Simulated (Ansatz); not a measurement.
We consider HfTeSe (P3m1, No. 156, 3 atoms in the cell; start mp-1224271), described by r²SCAN+rVV10 in Ansatz (PAW).

Numerical settings: plane-wave cutoff 560 eV, 18×18×8 k mesh (along the axes of the cell as run), Fermi–Dirac smearing 0.05 eV, scalar-relativistic PAW data made under PBE.

Cell (relaxed at this level):

```cif
data_HfSeTe
_chemical_formula_sum 'Hf1 Te1 Se1'
_space_group_name_H-M_alt 'P3m1'
_space_group_IT_number 156
_space_group_name_Hall 'P 3 -2"'
_cell_length_a 3.86340
_cell_length_b 3.86340
_cell_length_c 6.50991
_cell_angle_alpha 90.000
_cell_angle_beta 90.000
_cell_angle_gamma 120.000
loop_
_atom_site_label
_atom_site_type_symbol
_atom_site_symmetry_multiplicity
_atom_site_Wyckoff_symbol
_atom_site_fract_x
_atom_site_fract_y
_atom_site_fract_z
_atom_site_occupancy
Hf1 Hf 1 a 0.00000 0.00000 0.98141 1
Te1 Te 1 c 0.66667 0.33333 0.26221 1
Se1 Se 1 b 0.33333 0.66667 0.75639 1
```

### Question
Estimate the band gap and smallest direct gap on the k points sampled that the calculation returns.

### Answer

* **band gap**: 0.04 eV (under three smearing widths, so not firm)
* **smallest direct gap on the k points sampled**: 0.95 eV

Spin–orbit coupling is not included; it can close the smallest gap of 0.04 eV.

Static lattice: no zero-point or thermal effects.

A start named mp-… is a Materials Project structure, which need not be a measured phase.

Ansatz is an electronic-structure program.
